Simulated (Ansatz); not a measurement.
Partial pair distribution functions of a relaxed model of amorphous Ti20O39F2, broadened by 0.06 Å; density 3.44 g/cm³. Calculation: PBE, scalar-relativistic without spin-orbit coupling (plane waves to 420 eV, PAW; Ansatz, a program for electronic structure).

Preparation: random packing, a CHGNet melt and quench, and a DFT relaxation. O and F atoms were pushed apart under 1.9 Å during the dynamics, to hinder bonds among them. The hot cell started wider than the set density and was brought back towards it in steps. It is the lowest in DFT energy of 2 quenches. It is a model cell: composition and starting density were chosen by hand, and all elements were melted together. No dispersion term was used. Its density started from a set value of 3.58 and ended at 3.44 g/cm³. The simulated quench (nominally 300 K/ps over its main leg) is rapid and tends to freeze in more defects than a deposited or slowly cooled glass has. A cell of this size samples the disorder only roughly. The volume was free in the relaxation, at fixed shape. Stress components on the final sampling reach 2.2 GPa. Cycles of charging lowered its energy after that relaxation.

```
r (Å)  g Ti-O  g Ti-F  g Ti-Ti  g O-O
-----  ------  ------  -------  -----
1.55     0.01    0.00     0.00   0.00
1.65     0.41    0.00     0.00   0.00
1.75     3.21    0.19     0.00   0.00
1.85     6.37    3.26     0.00   0.00
1.95     5.20    5.30     0.00   0.00
2.05     3.71    2.98     0.00   0.00
2.15     2.05    0.53     0.00   0.00
2.25     0.89    1.18     0.00   0.09
2.35     0.25    1.55     0.00   0.35
2.45     0.15    0.13     0.00   1.07
2.55     0.03    0.01     0.00   2.04
2.65     0.05    0.53     0.00   2.68
2.75     0.06    1.33     0.00   2.35
2.85     0.06    0.21     0.07   2.69
2.95     0.14    0.00     1.03   2.23
3.05     0.30    0.00     2.32   1.37
3.15     0.23    0.00     2.26   1.33
3.25     0.26    0.26     2.53   0.77
3.35     0.27    1.16     1.91   0.63
3.45     0.66    1.75     2.11   0.75
3.55     1.17    0.76     3.08   0.68
3.65     1.43    0.03     2.64   0.60
3.75     1.27    0.15     1.39   0.92
3.85     1.04    1.39     0.70   1.12
3.95     1.28    1.76     0.30   1.00
4.05     1.52    0.93     0.20   0.65
4.15     1.36    1.33     0.15   0.49
4.25     1.48    1.27     0.41   0.58
4.35     1.58    1.33     0.63   0.55
4.45     1.66    1.39     0.49   0.64
4.55     1.47    1.69     0.59   0.74
```

Within 2.54 Å each Ti has 5.30 O neighbours on average.
